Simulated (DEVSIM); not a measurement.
Device: abrupt Si p-n junction, at 300 K.

Layer 1 from the left is Si, thickness (μm) 82.0, Na (cm⁻³) 6.2e16, τn (s) 1.6e-6, τp (s) 1.6e-6. Layer 2 from the left is Si, thickness (μm) 7.80, Nd (cm⁻³) 3.4e14, τn (s) 1.6e-6, τp (s) 1.6e-6.

Left contact: ohmic. Right contact: ohmic. Voltage is applied to the left contact. Recombination: SRH at mid-gap. Mobility is μmin + (μ − μmin)/(1 + (N/Nref)^α).

Constants are typed, rounded textbook-type inputs, not results; the design itself was drawn at random and stands for no fabricated device. Values at 300 K.

Si: gap (eV) 1.124, affinity (eV) 4.05, permittivity 11.7, Nc (cm⁻³) 2.86e19, Nv (cm⁻³) 3.1e19, μn (cm²/Vs) 1417, μp (cm²/Vs) 470, μn,min 52, μp,min 45, Nref,n 9.7e16, Nref,p 2.2e17, αn 0.68, αp 0.72.

Question: Estimate by hand the built-in potential, the peak field at zero bias, the capacitance at -3 V, and compare with a numerical solution.

Answer: 
- Built-in potential: ni = √(Nc Nv) exp(−Eg/2kT) = 1.08e10 cm⁻³ with Eg = 1.124 eV; Vbi = kT/q ln(Na Nd/ni²) = 0.670 V; numerical 0.670 V.
- Peak field at zero bias: depletion approximation: W = √(2εVbi/(qN)) = 1.60 μm with N = 3.38e14 cm⁻³; field = 2Vbi/W = 8370 V/cm; numerical 15000 V/cm (estimate below by 44 %).
- Capacitance at -3 V: C = √(qεN / 2(Vbi + |V|)) = 2.77 nF/cm²; numerical 2.79 nF/cm² (estimate below by 0.85 %).

Model (solved in DEVSIM): 1D drift-diffusion, Boltzmann statistics, complete ionisation; no tunnelling, impact ionisation, image-force lowering or self-heating.
